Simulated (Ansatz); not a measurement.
B on the N site in rock-salt TiN (start: the N site; 64-site cell, 4×4×4 shifted sampling), Ti-rich (Δμ(N) = -3.43 eV, Δμ(B) = -1.68 eV, bounded by TiB (Pnma); only phases computed here count, gases as isolated molecules at 0 K). Calculation: PBE, PAW (plane waves to 420 eV; Ansatz, a quantum-chemistry and plane-wave program). In charge state 0 (not spin-polarised) the formation energy is 0.61 eV. The crystal has 5.22 × 10^22 N sites per cm³.

Q: Estimate the equilibrium concentration at 1300 K in the dilute limit, leaving out vibrational entropy and degeneracy.

A: kT = 0.1120 eV; c = N exp(−E_f / kT) = 5.22 × 10^22 × exp(−5.4) ≈ 2 × 10^20 cm^-3. An error of 0.2 eV in E_f moves this by a factor of 6.
